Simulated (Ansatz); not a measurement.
**N on the 1x1 (110) surface of bcc Ta, one in a 2x2 cell, started at the site 'bridge Ta-Ta (span 2.9 Å)'**

Computed with PBE (plane waves to 420 eV, PAW; Ansatz, a first-principles code).

Set-up: 17 atoms, 6.8 Å thick at the start under the adsorbate (thin: gaps and levels are the slab's own); mesh 5x5x1; 0.1 eV smearing; dipole correction on; 8 atoms held, the rest relaxed; held to the start's symmetry, so lower structures may exist; no spin, no spin-orbit, no U, no dispersion correction. At the end it is bonded to 2 Ta. In PBE this state lies 1.21 eV over the lowest of the starts that converged ('bridge Ta-Ta (span 3.3 Å)').

- adsorption energy against ½ N2(g) = -1.32 eV
- work function of the top face = 5.06 eV
- change of the work function = 0.29 eV
- change of the step from the bottom to the top vacuum level, against the clean slab = 0.34 eV
- energy released by relaxation = 3.22 eV
- height of the binding atom over the mean of the host atoms within 0.3 Å of the top one = 1.281 Å
- nearest host atoms of the binding atom = Ta at 1.92 Å, Ta at 1.92 Å, Ta at 3.09 Å
- largest move of a host atom = 0.13 Å
- cost = about 9 core-minutes (a rough figure)

A negative adsorption energy means that the adsorbate is more stable on the surface than in its reference.
